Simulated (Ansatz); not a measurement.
## Smallest direct gap on the k points sampled of WO3 (P4/ncc, No. 130, 16 atoms in the cell; start mp-18773; a measured phase of this formula has another space group) at several levels of theory

No measured value is used here.

| level (code) | value (eV) | cell (Å³/atom) |
|---|---|---|
| LDA (Ansatz) | … | 13.03 |
| PBEsol (Ansatz) | 1.07 | 13.55 |
| PBEsol+SOC (Ansatz) | 1.01 | 13.55 |

**Question.** Fill in the missing entries.

**Answer.** 
- LDA (Ansatz, a program for electronic structure), value (eV): 1.14

At these levels the smallest gap is indirect and lower: LDA 1.07 eV. Computed values are for a static lattice. Levels without +SOC have no spin–orbit coupling; where heavier elements are present it shifts gaps, mostly down, and can invert bands.  Values are at the level's own equilibrium cell; PBEsol+SOC at the PBEsol cell. Ansatz's density-functional and Hartree–Fock values are scalar-relativistic unless marked +SOC, with PAW data made under PBE.

A start named mp-… is a Materials Project structure, which need not be a measured phase.
